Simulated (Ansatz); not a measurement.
```
CELL_PARAMETERS angstrom
      4.72245     0.00000     0.00000
      0.00000     4.72245     0.00000
      0.00000     0.00000     4.72245
ATOMIC_POSITIONS crystal
  Ru 0.13000 0.13000 0.13000
  Ru 0.63000 0.37000 0.87000
  Ru 0.87000 0.63000 0.37000
  Ru 0.37000 0.87000 0.63000
  Si 0.83795 0.83795 0.83795
  Si 0.33795 0.66205 0.16205
  Si 0.16205 0.33795 0.66205
  Si 0.66205 0.16205 0.33795
```

No spin polarisation.

Method: PBE in Ansatz (plane waves to 420 eV, PAW, no spin-orbit coupling). Γ-centred 10×10×10 mesh, Fermi–Dirac width 0.05 eV.

### Question
What is the computed band gap?

### Answer
0.24 eV.

### Question
Predict the smallest direct gap.

### Answer
0.34 eV.

Load acts through the strain it causes; cell and atoms are relaxed under it. Whether these cells are dynamically stable was not tested. The cell was made from RuSi (space group P2_13, No. 198) by this change: pressure 1.8 GPa. The zero or small gap of RuSi can change with the level of theory.

Ansatz is a program for electronic structure.
